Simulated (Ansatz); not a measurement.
The reference is Mg$_{3}$Sb$_{2}$ (space group P-3m1, No. 164).

```yaml
crystal:
  lattice:
    - [4.56691, 0.00000, 0.00000]
    - [-2.28346, 3.95506, 0.00000]
    - [0.00000, 0.00000, 7.24702]
  atoms:
    - { symbol: Sb, position: [0.33333, 0.66667, 0.22875] }
    - { symbol: Sb, position: [0.66667, 0.33333, 0.77125] }
    - { symbol: Mg, position: [0.00000, 0.00000, 0.00000] }
    - { symbol: Mg, position: [0.33333, 0.66667, 0.63354] }
    - { symbol: Mg, position: [0.66667, 0.33333, 0.36646] }
```

Level of theory: Ansatz (a quantum-chemistry and plane-wave program), r2SCAN, PAW, cutoff 500 eV, no spin-orbit coupling.

One change was made to it. Results:

The smallest direct gap decreases by 0.076 eV (1.78 eV → 1.71 eV); the lattice parameter a grows by 0.0326 Å to 4.599 Å; the valence-band top at Γ (three highest levels, from the VBM) becomes 0.00, -0.38, -0.38 eV (base: 0.00, -0.41, -0.41 eV); the gap character goes from indirect, Γ → K to indirect, Γ → k = (0, 0.417, 0.286) in the run's primitive reciprocal basis; the band gap grows by 0.02 eV (0.61 eV → 0.63 eV).

Task: What was done to the base?
A) pressure −1 GPa
B) pressure 10 GPa
C) pressure −2 GPa
D) pressure 3 GPa
E) pressure 0.7 GPa

Result: A, pressure −1 GPa. For comparison, the valence-band top at Γ in the other runs: pressure −2 GPa gives 0.00, -0.35, -0.35 eV; pressure 0.7 GPa gives 0.00, -0.42, -0.42 eV; pressure 3 GPa gives 0.00, -0.47, -0.47 eV; pressure 10 GPa gives 0.00, -0.59, -0.59 eV.

Spin-orbit coupling, missing from the scalar runs, can matter with Sb. Load acts through the strain it causes; cell and atoms are relaxed under it. Whether these cells are dynamically stable was not tested. Competing high-pressure phases were not computed.
